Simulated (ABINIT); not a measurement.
# Short convergence ladders for Li3Ag (I4mm, 4 atoms in the cell)

```yaml
crystal:
  lattice:
    - [-2.10280, 2.10280, 3.65758]
    - [2.10280, -2.10280, 3.65758]
    - [2.10280, 2.10280, -3.65758]
  atoms:
    - { symbol: Li, position: [0.25000, 0.75000, 0.50000] }
    - { symbol: Li, position: [0.75000, 0.25000, 0.50000] }
    - { symbol: Li, position: [0.50684, 0.50684, 0.00000] }
    - { symbol: Ag, position: [0.00000, 0.00000, 0.00000] }
```

Base method: PBEsol, norm-conserving pseudopotentials (PseudoDojo nc-sr-04 PBEsol standard) (plane waves; ABINIT 10.0.3).

Base settings: pseudos = [Li.upf, Ag.upf]; ecut = 82 Ry; occopt = 7; tsmear = 0.1 eV; ngkpt = 4 4 4; nshiftk = 1; shiftk = 0 0 0; potentials = PseudoDojo nc-sr-04 PBEsol standard; nband = 19; kptopt = 1.

The count of work is k-points × plane waves × bands × iterations; it is no time. Core times come from one kind of shared machine, to one figure; runs under 30 s give none.

**The cutoff for other potential files**

Level: DFT, PBEsol, plane waves, norm-conserving pseudopotentials (PseudoDojo nc-fr-04 PBEsol standard).

In this ladder: potentials = PseudoDojo nc-fr-04 PBEsol standard.

The second cell is the first with its lattice scaled by 0.98.

The mesh stays at the base's, so the ladder's end is converged at best in this setting alone.

Only quantities that move along the ladder and can be compared are tabulated.

```tsv
ecut	free energy less the last step's (meV/atom)	energy of the compressed cell less the first (meV/atom)	pressure (GPa)	count of work / last	core time / last (rough)
36 Ry	5170.65	-18.60	-166.11	0.088	–
46 Ry	1225.43	0.39	-57.70	0.13	–
58 Ry	155.91	5.35	-11.42	0.20	–
70 Ry	11.28	5.40	-1.31	0.26	0.3
82 Ry	0.48	5.36	-0.06	0.30	0.3
98 Ry	0.16	5.36	-0.01	0.39	0.6
124 Ry	0.07	5.36	-0.01	0.61	0.4
164 Ry	0.00	5.36	-0.01	1.0	1
```

Coarsest ecut that holds the energy of the compressed cell less the first within 0.5 meV/atom of the last step, with all finer ones: 58 Ry, at 0.20 of the last step's count of work; the step before is off by 5.0 meV/atom.

Coarsest ecut that holds the free energy within 5 meV/atom of the last step, with all finer ones: 82 Ry, at 0.30 of the last step's count of work and about 0.3 of the last step's time; the step before is off by 11 meV/atom.

Coarsest ecut that holds the pressure within 0.1 GPa of the last step, with all finer ones: 82 Ry, at 0.30 of the last step's count of work and about 0.3 of the last step's time; the step before is off by 1.3 GPa.

The energy difference between the two cells stays within 1 meV/atom of the last step's from 58 Ry on, the total only from 82 Ry on: much of the error is common to both cells and cancels.

At the lowest cutoff the pressure lies 166 GPa under the last step's, the usual sign of Pulay stress in an incomplete plane-wave basis.

**The setting fft**

The mesh stays at the base's, so the ladder's end is converged at best in this setting alone.

Only quantities that move along the ladder and can be compared are tabulated.

| boxcutmin | free energy less the last step's (meV/atom) | pressure (GPa) |
|---|---|---|
| 1.2 | -14.78 | 1.40 |
| 1.5 | 0.01 | -0.06 |
| 1.8 | 0.00 | -0.06 |
| 2.5 | 0.00 | -0.06 |

Coarsest boxcutmin that holds the free energy within 1 meV/atom of the last step, with all finer ones: 1.5; the step before is off by 15 meV/atom.

Coarsest boxcutmin that holds the pressure within 1 GPa of the last step, with all finer ones: 1.5; the step before is off by 1.5 GPa.

On the base run: the starting cell comes from a database of computed structures (which also holds hypothetical and non-ambient phases and stackings), without a prior relaxation at this level. Its lattice was rescaled by up to half a per cent. One atom was moved a little off its site on purpose. Without a gap this mesh is coarse (it stands for a supercell whose shortest vector is 17 Å).
